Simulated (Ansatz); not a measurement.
**Defect calculation: Si vacancy + N on the C site + N on the C site (V_Si+N_C+N_C) in 4H silicon carbide**

These are PBE, PAW (plane waves to 420 eV; Ansatz, a quantum-chemistry and plane-wave program) values and carry that method's errors. The supercell holds 96 host sites (3×2×1 repeats of a cell of 16 atoms), with a 2×2×2 shifted k-point sampling for the final energies. Sites at the start: the Si(k) site; C(h) 1.89 Å away; C(k) 1.90 Å away, along c. Charged cells carry a point-charge image correction with potential alignment at far atoms. Dielectric constants: PBE linear response of the host. Host gap at this level: 2.23 eV. A cell of this size leaves errors of a few tenths of an eV. PBE underestimates the host's gap, which shifts levels and can delocalise carriers. Spin–orbit coupling is left out. Each state is the lowest found from its start.

Formation energies E_f are given with the Fermi level at the valence-band maximum. Chemical conditions: C-rich (Δμ(C) = 0.00 eV, Δμ(Si) = -0.41 eV, Δμ(N) = -1.55 eV, bounded by beta Si3N4; only phases computed here count, gases as isolated molecules at 0 K); Si-rich (Δμ(C) = -0.41 eV, Δμ(Si) = 0.00 eV, Δμ(N) = -1.86 eV, bounded by beta Si3N4; only phases computed here count, gases as isolated molecules at 0 K). Reference phases: C: graphite, N: N2 molecule in a box, Si: silicon.

The name describes the start; the neighbours show where the atoms ended.

Charges with a result: +1, 0, −1. Others weren't obtained, and one of them could lie lower, also by skipping a charge.

```tsv
charge	moment (μB)	largest move off a lattice site (Å)	neighbours of the last N atom of the defect at the end (Å)	image correction with alignment (eV)	E_f, C-rich (eV)	E_f, Si-rich (eV)	above the lowest spin state (eV)
+1*	0 in all, 0.25 on one atom	0.24	Si 1.78, Si 1.79, Si 1.79	–	–	–	0.00
+1*	0 in all, 0.25 on one atom	0.24	Si 1.78, Si 1.79, Si 1.79	–	–	–	0.00
0	0 in all, 0.32 on one atom	0.25	Si 1.78, Si 1.78, Si 1.78	0.00	4.35	4.56	0.00
0	not spin-polarised	0.26	Si 1.78, Si 1.78, Si 1.78	0.00	4.47	4.68	0.12
−1	1.0	0.27	Si 1.78, Si 1.78, Si 1.78	0.40	5.33	5.53	0.00
−1	1.0	0.27	Si 1.78, Si 1.78, Si 1.78	0.40	5.33	5.53	0.00
```

* At this level the carrier isn't localised at the defect: at charge +1 holes occupy the valence band. Such a state is shallow or no state of the defect, and this cell gives it no level.

Starting moments that weren't kept: charge +1 began with 1 μB and ended with 0.0; charge +1 began with 3 μB and ended with 0.0; charge 0 began with 2 μB and ended with 0.0; charge −1 began with 3 μB and ended with 1.0.

Transition levels above the valence-band maximum: ε(0/−1) = 0.98 eV. On the lower envelope of the bound states, inside the gap: (0/−1) at 0.98 eV.

Flagged in the runs: a host whose relaxation on this sampling wasn't shown to rest.

All states together cost very roughly 3 core-hours.
